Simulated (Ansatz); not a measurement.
SiC (P6_3mc) under uniaxial stress along c (compression positive): electron conductivity mass by PBE with spin-orbit coupling, rigid bands (plane waves, PAW; Ansatz, an electronic-structure program). The unloaded cell, whose axes the loads refer to:

Space group P6₃mc (No. 186); a = b = 3.0760 Å, c = 5.0478 Å, α = β = 90.00°, γ = 120.00°

| atom | site | symmetry | x | y | z |
|---|---|---|---|---|---|
| Si | 2b | 3m. | 0.6667 | 0.3333 | 0.4996 |
| C | 2b | 3m. | 0.3333 | 0.6667 | 0.3754 |

```csv
uniaxial stress along c (compression positive) (GPa),volume per atom (Å³),electron conductivity mass (mₑ)
-20,10.69,0.374
-10,10.51,0.369
-5,10.42,0.366
0,10.34,0.364
5,10.26,0.362
10,10.19,0.360
20,10.05,?
```

### Question
Fit a straight line to ln(electron conductivity mass) against the load over the rows given, and predict the row at 20 GPa.

### Answer
The means are x̄ = -3.333 GPa and ȳ = -1.0057; Σ(x − x̄)(y − ȳ) = -0.7450 and Σ(x − x̄)² = 583.3, so the slope is -0.128 % per GPa, and the rows given lie within 0.16 % of the line. At 20 GPa the line gives 0.355 mₑ; the calculation gives 0.345 mₑ, 2.9 % from it.

Masses are for dilute carriers at 300 K, harmonic means over directions unless an axis is named. Stresses and pressures are the targets of the relaxation. The structure type is held at every load. Geometry: cell and atoms relaxed with PBEsol.
